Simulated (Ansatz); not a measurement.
Levels about the gap of amorphous Zr20O42Ti (63 atoms in a cell of 815 Å³, 5.19 g/cm³; zone centre alone, so wide bands show as single levels with stretches between that a denser mesh fills), at the geometry that PBE relaxed, where it gives 0.9 GPa on a denser mesh. The participation number counts the atoms over which a state spreads; weights are charges in smoothed Voronoi cells. The levels come from a single point, so bond lengths are those of that geometry. Method of the levels: PBE, scalar-relativistic without spin-orbit coupling (Ansatz, an electronic-structure program). Sampling: the zone centre alone; Fermi-Dirac width 0.02 eV; no spin polarisation. At PBE the levels at the empty edge of the gap are localised (band-tail or defect states).

It comes from a melt-quench run on a machine-learned potential (CHGNet), relaxed afterwards by DFT. O atoms were pushed apart under 1.9 Å during the dynamics, to hinder bonds among them. The hot cell started wider than the set density and was brought back towards it in steps. It is the lowest in DFT energy of 2 quenches. It is a model cell: composition and starting density were chosen by hand, and all elements were melted together. No dispersion term was used. Its density started from a set value of 5.21 and ended at 5.19 g/cm³. The simulated quench (nominally 380 K/ps over its main leg) is rapid and tends to freeze in more defects than a deposited or slowly cooled glass has. A cell of this size samples the disorder only roughly. The volume was free in the relaxation, at fixed shape. Stress components on the final sampling reach 2.0 GPa. Cycles of charging lowered its energy after that relaxation.

| E - E(highest filled), eV | filling | participation number | largest on | weight O | weight Ti | weight Zr |
|---|---|---|---|---|---|---|
| -0.34 | filled | 23.0 | O, 4 neighbours | 0.95 | 0.00 | 0.05 |
| -0.27 | filled | 16.7 | O, 3 neighbours | 0.94 | 0.00 | 0.06 |
| -0.23 | filled | 23.4 | O, 3 neighbours | 0.94 | 0.00 | 0.05 |
| -0.17 | filled | 17.8 | O, 3 neighbours | 0.94 | 0.00 | 0.05 |
| -0.08 | filled | 19.4 | O, 3 neighbours | 0.95 | 0.00 | 0.05 |
| -0.04 | filled | 10.8 | O, 3 neighbours | 0.94 | 0.00 | 0.06 |
| 0.00 | filled | 18.0 | O, 3 neighbours | 0.94 | 0.00 | 0.06 |
| 3.44 | empty | 2.5 | Ti, 5 neighbours | 0.23 | 0.62 | 0.15 |
| 3.65 | empty | 19.4 | Zr, 7 neighbours | 0.37 | 0.05 | 0.59 |
| 3.73 | empty | 21.3 | Zr, 7 neighbours | 0.34 | 0.11 | 0.55 |
| 3.78 | empty | 4.9 | Ti, 5 neighbours | 0.28 | 0.44 | 0.28 |
| 3.87 | empty | 20.1 | Ti, 5 neighbours | 0.32 | 0.12 | 0.56 |
| 3.90 | empty | 28.0 | Zr, 7 neighbours | 0.33 | 0.06 | 0.61 |
| 4.06 | empty | 8.7 | Ti, 5 neighbours | 0.29 | 0.32 | 0.39 |

Most localised among these is the empty level at +3.44 eV, on a Ti atom, which has 5 neighbours (O 1.77 Å, O 1.92 Å, O 1.94 Å, O 1.96 Å, O 2.03 Å).
